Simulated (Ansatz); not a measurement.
The starting structures come from a database of crystals and need not be the phases stable at ambient conditions.

Inside the gap of an insulator the Bloch states are evanescent, with a wavenumber k + iκ along the transport direction.

Here is the system:

```
MgZnO2
1.0
    3.04363     0.00000     0.00000
   -1.52181     2.63586     0.00000
    1.52182     0.87862     4.94647
Mg Zn O
1 1 2
Direct
  0.00000   0.00000   0.00000
  0.00000   0.50000   0.50000
  0.49418   0.74709   0.75873
  0.50582   0.25291   0.24127
```

The cell is taken as given; by PBEsol it stands under a pressure of -6.5 GPa.

Transport runs along the normal of the first two printed cell vectors, the (001) plane of the conventional cell.

The gap is the functional's own. No spin-orbit coupling. Mid-gap values are those at the computed energy nearest the middle.

**Question.** Compute, with PBEsol (Ansatz, a program for electronic structure), the band gap and the smallest decay constant κ at mid-gap.

**Answer.** Gap 2.31 eV on a 12×12×12 mesh; κ = 0.211 1/Å, at the zone centre.
